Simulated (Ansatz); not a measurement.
Results of LDA (Ansatz, a quantum-chemistry and plane-wave program, PAW) for Cu2ZnSnS4 (I-42m, No. 121, 8 atoms in the cell; a measured phase of this formula has another space group).

Input file:

Ansatz 0.2 input:
```yaml
crystal:
  lattice:
    - [-2.6859300451, 2.6859300451, 5.378852558]
    - [2.6859300451, -2.6859300451, 5.378852558]
    - [2.6859300451, 2.6859300451, -5.378852558]
  atoms:
    - { symbol: Zn, position: [0.0, 0.0, 0.0] }
    - { symbol: Cu, position: [0.25, 0.75, 0.5] }
    - { symbol: Cu, position: [0.75, 0.25, 0.5] }
    - { symbol: Sn, position: [0.5, 0.5, 0.0] }
    - { symbol: S, position: [0.8941091317, 0.3755094993, 0.0] }
    - { symbol: S, position: [0.6244905007, 0.6244905007, 0.5185996324] }
    - { symbol: S, position: [0.3755094993, 0.8941091317, 0.0] }
    - { symbol: S, position: [0.1058908683, 0.1058908683, 0.4814003676] }
basis:
  ecutwfc: 520
  ecutrho_ratio: 4
  xc_grid: 2
kpoints:
  mp_grid: { grid: [14, 14, 14] }
hamiltonian:
  xc: lda
  dispersion: none
  pseudopotentials: { kind: paw }
scf:
  occupations: { method: fermi_dirac, width: 0.05 }
  convergence: { dr2_threshold: 0.0000000008 }
output:
  forces: true
  stress: true
  eigenvalues: true
```

Problem. How many irreducible k-points, plane waves at Γ does the program set up, and what pressure does the run end with?

Solution. 244 irreducible k-points, 4169 plane waves at Γ; P = -2.55 GPa, so the cell is stretched on average and its volume would shrink at this level.

Excerpt of the program's output:

```
Crystal: 8 atoms, lattice volume = 155.217 Å³
Basis set: ecut = 520 eV, 4169 PW (Γ), exchange–correlation on 100×100×100 points (8 copies of the dense FFT grid, shifted against one another)
Bands: 53, of which v1, the nominal top of the filled ones, is band 44 counted from 1 (43 counted from 0)
Symmetry: 8 space group operations
Space group: I-42m (ITA 121), of the structure as read, at distance tolerance 5.4e-5 Å
k-points: 244 of 2744 (time reversal used)
Functional: x = slater, c = lda
SCF iter   1: F=—  HF=-25719.233203 eV  |F-HF|=—  |Δ(HF+E_count)|=         —  Δρ=1.02e-2  dr2=9.80e-2
SCF iter   2: F=—  HF=-25719.222845 eV  |F-HF|=—  |Δ(HF+E_count)|=   1.04e-2  Δρ=8.03e-3  dr2=8.28e-2
  ...
SCF iter  12: F=—  HF=-25719.202749 eV  |F-HF|=—  |Δ(HF+E_count)|=   1.66e-9  Δρ=1.47e-6  dr2=2.24e-9
SCF iter  13: F=-25719.202749 eV  HF=-25719.202749 eV  |F-HF|=1.75e-10  |Δ(HF+E_count)|=  3.67e-10  Δρ=3.25e-7  dr2=1.07e-10
SCF 1 converged in 13 iterations: F = -25719.202749 eV  dr2 = 1.07e-10
SCF converged after 13 iterations
Free energy (F): -25719.202749 eV
Internal energy: -25719.202234 eV  (E = F + TS)
E sigma→0 (E₀):  -25719.202492 eV
Fermi energy:    8.397680 eV
--- Forces (eV/Å), atoms counted from 1 ---
  atom   1  Zn     0.00000000    -0.00000000     0.00000000
  atom   2  Cu     0.00000000     0.00000000     0.00000000
  atom   3  Cu     0.00000000     0.00000000    -0.00000000
  atom   4  Sn     0.00000000    -0.00000000     0.00000000
  atom   5  S     -0.01642404     0.01642404     0.03597516
  atom   6  S      0.01642404     0.01642404    -0.03597516
  atom   7  S      0.01642404    -0.01642404     0.03597516
  atom   8  S     -0.01642404    -0.01642404    -0.03597516
--- Stress (GPa, compression-positive) ---
       -2.554912      -0.000000       0.000000
       -0.000000      -2.554912       0.000000
        0.000000       0.000000      -2.539824
  P = ⅓ Tr σ = -2.5499 GPa (-25.499 kbar)
```

The PAW data were made under PBE.

Note: cell and atoms aren't relaxed at this level (largest force component 0.04 eV/Å, pressure -2.5 GPa).
